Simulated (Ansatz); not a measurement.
The parent structure is HfN in the rock salt structure (space group Fm-3m, No. 225; a = 4.502 Å; relaxed with 0.1 eV smearing). Axes: x, y, z lie along the cube axes.

Calculations: Kohn–Sham DFT with the PBEsol functional, run in Ansatz (a first-principles code) with PAW and 420 eV plane waves, no SOC.

Strains are applied to the cell and any free atomic positions relax; under stress the whole cell relaxes.

One change was made to it. Results:

The energy increases by 20 meV/atom; the shortest interatomic distance drops by 0.028 Å (2.251 Å → 2.223 Å).

### Question
What was done to the base?
(A) strain tensor (xx, yy, zz, yz, xz, xy) = (−1.25, −0.32, +3.02, −0.07, −0.18, −0.92) %
(B) uniaxial stress, 1 GPa tension along x
(C) isotropic strain −3.79 %
(D) uniaxial stress, 2 GPa tension along x

### Answer
A, strain tensor (xx, yy, zz, yz, xz, xy) = (−1.25, −0.32, +3.02, −0.07, −0.18, −0.92) %. For comparison, the energy relative to the base in the other runs: uniaxial stress, 1 GPa tension along x gives +0.1 meV/atom; isotropic strain −3.79 % gives +148 meV/atom; uniaxial stress, 2 GPa tension along x gives +0.2 meV/atom.

Stability under load was not tested beyond the relaxation. All final runs are without spin polarisation. An odd electron count without spin: HfN.
